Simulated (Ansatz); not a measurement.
System: Ir vacancy in fcc Ir (neutral cell). The step: one Ir atom jumps into the vacancy from a nearby Ir site; the atom moves 2.70 Å along (0.00, 0.49, -0.49) of the unit cell; the moving atom starts with neighbours 4 Ir at 2.72, 2 Ir at 2.74, 5 Ir at 2.75 Å and ends with 4 Ir at 2.72, 2 Ir at 2.74, 5 Ir at 2.75 Å. DFT values are from Ansatz (plane-wave PAW, 420 eV unless said) in a cell of 32 host sites, spin-restricted, static, with no finite-size correction. Forms of the defect that were not tried may lie lower. For the PBE band: the saddle point's order was not checked, and it lies on a symmetry element of the cell, where a band can be held.

| Level | Forward barrier (eV) | Cost of the band or of the saddle's single point |
|---|---|---|
| CHGNet universal potential (has no charge state), its own band | 0.73 | - |
| PBE, a 2×2×2 k-point mesh shifted by half a step, band relaxed | 2.44 | roughly 17 core-minutes |
| PBE, a 4×4×4 k-point mesh shifted by half a step, same geometries | 2.64 | roughly 4 core-minutes |
| r2SCAN at 500 eV, a 2×2×2 k-point mesh shifted by half a step, same geometries | 2.39 | about 110 core-seconds (a rough figure) |

Ansatz is a first-principles code.
